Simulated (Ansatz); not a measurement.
Start from FeAs in the CsCl type structure (space group Pm-3m, No. 221; ferromagnetic; a hypothetical phase, not in the database extracts checked; relaxed with 0.1 eV smearing).

```
FeAs
1.0
    2.90457     0.00000     0.00000
    0.00000     2.90457     0.00000
    0.00000     0.00000     2.90457
Fe As
1 1
Direct
  0.00000   0.00000   0.00000
  0.50000   0.50000   0.50000
```

Cartesian axes are those of the cell as printed.

Level of theory: PBEsol (Ansatz, a program for electronic structure, PAW, scalar-relativistic without spin-orbit coupling).

Base values:

The largest site moment is 0.93 μB.

One thing is altered: tensile biaxial strain of 1.72 % in the plane normal to [001], as in epitaxy on a mismatched substrate; the out-of-plane cell vector and the atoms relax.

Problem. What happens to the largest site moment and ratio −ε⊥/ε∥?

Solution. The largest site moment goes up by 0.076 μB (0.93 μB → 1.00 μB); the ratio −ε⊥/ε∥ comes out as 0.76.

The magnetic state is the one reached from the starting moments; the real material's order can differ, and small cells can't hold many antiferromagnetic ones. Whether these cells are dynamically stable was not tested.
